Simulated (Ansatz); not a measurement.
## Sn5O6 (P2₁/c, No. 14, 22 atoms in the cell; start mp-978114): band gap by level of theory

No measured value is used here.

```json
[
 {"level (code)": "LDA (Ansatz)", "value (eV)": "1.57"},
 {"level (code)": "PBEsol+SOC (Ansatz)", "value (eV)": "1.51 (indirect)"},
 {"level (code)": "r²SCAN+SOC (Ansatz)", "value (eV)": "1.84 (indirect)"},
 {"level (code)": "HSE06 (Ansatz)", "value (eV)": "2.21"}
]
```

Computed values are for a static lattice. Levels without +SOC have no spin–orbit coupling; where heavier elements are present it shifts gaps, mostly down, and can invert bands.  PBEsol+SOC, r²SCAN+SOC: the gap is read on the k mesh or supercell of the run alone and can be too large. Values are at the PBE-D3(BJ) cell. Cutoffs and k meshes differ between the levels. Ansatz's density-functional and Hartree–Fock values are scalar-relativistic unless marked +SOC, with PAW data made under PBE.

A start named mp-… is a Materials Project structure, which need not be a measured phase.

Ansatz is a program for electronic structure.
